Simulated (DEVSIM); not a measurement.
Structure: Ru/SiON/n-Si capacitor, at 300 K.

```tsv
layer (left to right)	material	thickness (nm)	Nd (cm⁻³)
1	SiON	2.20	-
2	Si	2400	5.6e16
```

Metal gate on the left, work function 4.7 eV. Fixed charge at the semiconductor interface 0 cm⁻² (in units of +e); no interface traps.

The device is made up for the run: typed textbook-type constants, with dimensions and the other settings drawn at random. Values at 300 K.

```csv
parameter,SiON,Si
gap (eV),7,1.124
affinity (eV),1.4,4.05
permittivity,5.5,11.7
Nc (cm⁻³),-,2.86e19
Nv (cm⁻³),-,3.1e19
```

DEVSIM, 1D Poisson equation in equilibrium, Boltzmann statistics, complete ionisation; no quantum confinement or tunnelling. Metal contacts follow the ideal Schottky-Mott rule: no Fermi-level pinning, no interface dipoles.

The substrate doping was swept, all else fixed.

| substrate doping (cm^-3) | threshold voltage (band bending 2φF) (V) | minimum of the low-frequency capacitance (μF/cm²) | flat-band voltage (V) |
|---|---|---|---|
| 2.8e15 | -0.24 | 0.0220 | 0.41 |
| 5.6e15 | -0.27 | 0.0298 | 0.43 |
| 1.1e16 | (withheld) | (withheld) | 0.45 |
| 2.8e16 | -0.33 | 0.0605 | 0.47 |
| 5.6e16 | -0.37 | 0.0839 | 0.49 |
| 1.1e17 | -0.41 | 0.110 | 0.51 |

Q: Fill in the missing entries.

A: 
- 1.1e16, threshold voltage (band bending 2φF) (V): -0.29
- 1.1e16, minimum of the low-frequency capacitance (μF/cm²): 0.0395
